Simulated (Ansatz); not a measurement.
PtC (model structure, P-6m2, No. 187, 2 atoms in the cell), treated with r²SCAN+rVV10 (PAW; Ansatz, an electronic-structure program).

The input as run:

Ansatz 0.2 input:
```yaml
crystal:
  lattice:
    - [2.9731839656, 0.0000002883, 0.0]
    - [-1.4865922325, 2.5748527001, 0.0]
    - [0.0, 0.0, 2.842368128]
  atoms:
    - { symbol: Pt, position: [0.0, 0.0, 0.0] }
    - { symbol: C, position: [0.3333333333, 0.6666666667, 0.5] }
basis:
  ecutwfc: 560
  ecutrho_ratio: 4
  xc_grid: 3
kpoints:
  mp_grid: { grid: [24, 24, 20] }
hamiltonian:
  xc: r2scan
  dispersion: rvv10
  pseudopotentials: { kind: paw }
scf:
  occupations: { method: fermi_dirac, width: 0.05 }
output:
  forces: true
  stress: true
  eigenvalues: true
relax:
  f_tol: 0.004
  escape_saddle: false
  max_steps: 80
  cell: { stress_tol: 0.02, fix: [volume] }
```

Output (set-up and result lines):

```
Relaxation: its limit of steps is 80 (relax.max_steps)
Crystal: 2 atoms, lattice volume = 21.760 Å³
Basis set: ecut = 560 eV, 659 PW (Γ), exchange–correlation on 72×72×72 points (27 copies of the dense FFT grid, shifted against one another)
Bands: 15, of which v1, the nominal top of the filled ones, is band 11 counted from 1 (10 counted from 0)
Symmetry: 12 space group operations
Space group: P-6m2 (ITA 187), of the structure as read, at distance tolerance 2.8e-5 Å
k-points: 671 of 11520 (time reversal used)
Functional: x = r2scan, c = r2scan + rvv10(b = 11.95, C = 0.0093); τ floored in thin density (d = 2e-4 eV/Å³)
SCF iter   1: F=—  HF=-12782.208518 eV  |F-HF|=—  |Δ(HF+E_count)|=         —  Δρ=2.35e-2  dr2=1.13e-1  dr2_τ=6.21e-2
SCF iter   2: F=—  HF=-12782.222563 eV  |F-HF|=—  |Δ(HF+E_count)|=   1.40e-2  Δρ=9.88e-3  dr2=4.96e-3  dr2_τ=4.36e-3
  ...
SCF 1 converged in 6 iterations: F = -12782.226038 eV  dr2 = 1.02e-8
Crystal: 2 atoms, lattice volume = 21.760 Å³
Initial density: handed on by an earlier stage of this run
SCF 2 converged in 5 iterations: F = -12782.226184 eV  dr2 = 7.44e-8
Crystal: 2 atoms, lattice volume = 21.760 Å³
SCF 3 converged in 3 iterations: F = -12782.226234 eV  dr2 = 1.25e-7
Crystal: 2 atoms, lattice volume = 21.760 Å³
SCF iter   4: F=—  HF=-12782.226237 eV  |F-HF|=—  |Δ(HF+E_count)|=   8.75e-9  Δρ=1.54e-6  dr2=1.69e-10  dr2_τ=2.02e-11
SCF iter   5: F=-12782.226237 eV  HF=-12782.226237 eV  |F-HF|=1.27e-11  |Δ(HF+E_count)|=  1.76e-10  Δρ=2.05e-7  dr2=2.42e-12  dr2_τ=2.06e-12
SCF 4 converged in 5 iterations: F = -12782.226237 eV  dr2 = 2.42e-12
SCF converged after 5 iterations
Free energy (F): -12782.226237 eV
Internal energy: -12782.219570 eV  (E = F + TS)
E sigma→0 (E₀):  -12782.222904 eV
Fermi energy:    20.313269 eV
--- Forces (eV/Å), atoms counted from 1 ---
  atom   1  Pt     0.00000000    -0.00000000     0.00000000
  atom   2  C      0.00000000    -0.00000000     0.00000000
--- Stress (GPa, compression-positive) ---
        5.743571       0.000000       0.000000
        0.000000       5.743571       0.000000
        0.000000       0.000000       5.741759
  P = ⅓ Tr σ = 5.7430 GPa (57.430 kbar)
```

The cell is one volume of an energy–volume scan, off the minimum.

The PAW data were made under PBE.

Note: the relaxation could raise the start's symmetry but not lower it, so the cell can be a saddle point.

A model structure was made by putting elements into a prototype or built by hand; it is no filed structure, need not be a known phase, and can be a saddle point held by its symmetry.
